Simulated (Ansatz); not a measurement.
# KBr: energy against strain

KBr (rock salt, Fm-3m, 35.111 Å³/atom at rest) under an equal strain ε in the (111) plane with the normal axis free, as in a coherent film. PBEsol in Ansatz, a plane-wave DFT program (PAW, default set), 420 eV, 9×9×9 Γ-centred mesh, Fermi-Dirac smearing 0.05 eV; ions are relaxed within the symmetry of each cell.

Here s stands for strain and y for E less E0.

| strain (%) | E less E0 (meV/atom) |
|---|---|
| -2.50 | ? |
| -1.25 | 0.76 |
| -0.83 | 0.34 |
| -0.42 | 0.09 |
| 0.00 | 0.00 |
| 0.42 | 0.07 |
| 0.83 | 0.30 |
| 1.25 | 0.68 |

### Question
Using a parabola, estimate the missing y at s = -2.50 from the other rows, showing the fit.

### Answer
Least squares gives y = 0.000 - 0.0292·s + 0.4613·s². Residuals (row less fit): 0.003, -0.002, -0.004, 0.000, 0.001, 0.006, -0.004; standard error 0.005 (degrees of freedom: 4). Twice the quadratic coefficient over the volume, 2 × 0.4613 meV × 10⁴ × 0.1602 / 35.111 Å³, is twice the biaxial elastic modulus of this plane = 42 ± 0.3 GPa. At the withheld row, y = 0.000 - 0.0292 × (-2.50) + 0.4613 × (-2.50)² = 2.956 meV/atom. The calculation gives 3.07 meV/atom, 0.114 meV/atom above the prediction (3.7 % of the range of y in the table). The row lies outside the fitted rows, so this is an extrapolation. The fitted rows scatter only by rounding.

One order more, fitted to all 13 runs of the series, follows each within 0.01, so the miss is the next term of a smooth law. Rows are the converged runs of the series near zero and its far end; series whose fitted rows scatter by over a few per cent of the range, as at a crossing or softening among them, aren't shown in this form. Most that stay on the fit to the last digits aren't either.
